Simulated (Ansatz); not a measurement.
A relaxation of cell and atoms of CrI3 (R-3, 8 atoms in the cell) with Ansatz (an electronic-structure program).

Computed with PBE (plane waves, PAW; Ansatz).

```yaml
crystal:
  lattice:
    - [3.26134, 1.88294, 5.99871]
    - [-3.26134, 1.88294, 5.99871]
    - [0.00000, -3.76587, 5.99871]
  atoms:
    - { symbol: Cr, position: [0.33333, 0.33333, 0.33333], spin: 3.0 }
    - { symbol: Cr, position: [0.66667, 0.66667, 0.66667], spin: 3.0 }
    - { symbol: I, position: [0.08800, 0.75500, 0.42100] }
    - { symbol: I, position: [0.42100, 0.08800, 0.75500] }
    - { symbol: I, position: [0.75500, 0.42100, 0.08800] }
    - { symbol: I, position: [0.91200, 0.24500, 0.57900] }
    - { symbol: I, position: [0.57900, 0.91200, 0.24500] }
    - { symbol: I, position: [0.24500, 0.57900, 0.91200] }
```
(The spins are starting values, not results.)

Reference input (self-consistent single point, DFT, PBE, plane waves, default PAW files): kpoints.mp_grid.grid = 3 3 3; hamiltonian.xc = pbe; hamiltonian.pseudopotentials = {kind: paw} (the program's default PAW files); magnetization.spin_polarized = true; scf.occupations.method = cold; scf.occupations.width = 0.1 eV. This run's input differs from it in these lines:

```diff
@@ -24,2 +24,4 @@
   occupations: { method: cold, width: 0.1 eV }
+relax:
+  cell: { p_target: 5.0 GPa }
 output:
```

Log, with long lists cut:

```
   [... SCF lines of the steps left out ...]
relax step   1: F+E_penalty+E_count = -51835.01657427 eV  Δ(F+E_penalty+E_count) = +0.000e0 eV  max|allowed force component| = 5.533e-1 eV/Å  Δτ_max = 0.0000 Å  P = +6.615 GPa  Ω = 221.025 Å³  (15 SCF iters, dr2 threshold 1.00e-7 eV, accepted)
relax step   2: F+E_penalty+E_count = -51835.75733032 eV  Δ(F+E_penalty+E_count) = -7.408e-1 eV  max|allowed force component| = 6.735e-1 eV/Å  Δτ_max = 0.1948 Å  P = +5.025 GPa  Ω = 245.285 Å³  energy of the carried Pulay correction = -4.098e-3 eV  [...]
   [... lines left out ...]
relax step   6: F+E_penalty+E_count = -51835.67183491 eV  Δ(F+E_penalty+E_count) = -6.768e-3 eV  max|allowed force component| = 3.344e-4 eV/Å  Δτ_max = 0.0029 Å  P = +5.002 GPa  Ω = 235.099 Å³  energy of the carried Pulay correction = -2.430e-3 eV  [...]
relax step   7: F+E_penalty+E_count = -51835.67450065 eV  Δ(F+E_penalty+E_count) = -2.666e-3 eV  max|allowed force component| = 3.982e-4 eV/Å  Δτ_max = 0.0000 Å  P = +5.010 GPa  Ω = 235.099 Å³  stress off target by 1.30e-2 GPa  SCF on the basis [...]
basis re-selected at this cell: Δ(F+E_penalty+E_count) = -2.666e-3 eV, ΔP = +0.008 GPa vs the last step
the relaxation is at rest under the 6 symmetry operations that the run kept from its start: a minimum is not shown …
the relaxation's final electronic state is not compared with the one that a single-point calculation of its input finds at the relaxed geometry …
   [... lines left out ...]
Absolute magnetization: 6.9762 μB (∫|ρ↑−ρ↓|, with the PAW one-centre terms)
Free energy (F): -51835.674501 eV
Fermi energy:    9.319500 eV
  cell:  # Å, volume = 235.0994 Å³
   [... lines left out ...]
    - { symbol: I, position: [0.7444151514768664, 0.42477427922115646, 0.08089707724917566] }
    - { symbol: I, position: [0.9191029227508243, 0.25558484852313357, 0.5752257207788434] }
    - { symbol: I, position: [0.5752257207788434, 0.9191029227508243, 0.25558484852313346] }
    - { symbol: I, position: [0.25558484852313346, 0.5752257207788434, 0.9191029227508243] }
```

The run converged. 

Summary of the result:
Free energy E − TS (on the zero of these files): -51835.6745 eV
Top of the valence band (on the code's own zero): 8.80 eV
Gap on the k-point mesh: 0.92 eV
Pressure: 5.01 GPa
Size of the cell's spin moment: 6.00 μB
Final cell: a = b = c = 7.2565 Å, α = β = γ = 54.43°
Final volume per atom: 29.39 Å³
Relaxation steps: 7

The starting cell was generated: these elements placed on a structure prototype, without a prior relaxation; it need not be a known phase or ordering of this composition. Its lattice was rescaled by a random factor within 2.5 % of one. Spin-orbit coupling is off. The magnetic order is the one reached from the typed start; others were not searched systematically. The relaxation keeps the symmetry of its start, so its end need not be a minimum. Ansatz's pressure includes its estimate of the finite-basis (Pulay) stress.

Cost on one core of a shared machine: roughly 3 min.

Keys are those of Ansatz 0.2.
